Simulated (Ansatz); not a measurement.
For SiO2 (model structure, started from the brookite type, Pbca, No. 61, 24 atoms in the cell), LDA in Ansatz (PAW) gives:

| Property | Value |
|---|---|
| cohesive energy | 7.37 eV/atom |
| band gap | 6.16 eV |

What does r²SCAN (plane waves, PAW; Ansatz, an electronic-structure program) give for the same quantities?


- cohesive energy: 6.27 eV/atom (shrinks by 1.10 eV/atom)
- band gap: 6.87 eV (rises by 0.71 eV)

Changes are worked out from the printed values.

Unless a cell is named, each level is at its own relaxed cell (LDA 7.91, r²SCAN 8.03 Å³/atom).

Density-functional gaps are differences of (generalised) Kohn–Sham levels.

Ansatz's density-functional and Hartree–Fock values are scalar-relativistic unless marked +SOC, with PAW data made under PBE.

A model structure was made by putting elements into a prototype or built by hand; it is no filed structure, need not be a known phase, and can be a saddle point held by its symmetry.
